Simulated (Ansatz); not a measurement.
## MgO: pressure series

The reference is MgO in the rock salt structure (space group Fm-3m, No. 225).

```xyz
2
Lattice="0.0000 2.1269 2.1269 2.1269 0.0000 2.1269 2.1269 2.1269 0.0000" Properties=species:S:1:pos:R:3 pbc="T T T"
Mg     2.1269     2.1269     2.1269
O      0.0000     0.0000     0.0000
```

Cell and atoms are relaxed at each pressure.

Calculations: PBE (Ansatz, an electronic-structure program; PAW; 420 eV plane waves; no spin-orbit coupling).

```json
[
 {"pressure (GPa)": "-2", "band gap (eV)": "4.33"},
 {"pressure (GPa)": "-1", "band gap (eV)": "4.40"},
 {"pressure (GPa)": "0", "band gap (eV)": "4.46"},
 {"pressure (GPa)": "0.3", "band gap (eV)": "?"},
 {"pressure (GPa)": "0.7", "band gap (eV)": "4.50"},
 {"pressure (GPa)": "1.5", "band gap (eV)": "4.55"},
 {"pressure (GPa)": "5", "band gap (eV)": "4.76"},
 {"pressure (GPa)": "7.5", "band gap (eV)": "4.90"},
 {"pressure (GPa)": "10", "band gap (eV)": "5.04"}
]
```

**Question.** Fit E_g = E₀ + αP + βP² to the rows shown and predict the withheld row.

**Answer.** Least squares on the printed values gives E₀ = 4.46 eV, α = 62.1 meV/GPa, β = -0.40 meV/GPa² (largest residual 0.00 eV); this predicts 4.48 eV, and the run gives 4.48 eV, in agreement.

Load acts through the strain it causes; cell and atoms are relaxed under it. No phonon test of stability was made. No other phases were tried under pressure. The base started in Pnma and relaxed to Fm-3m at this level.
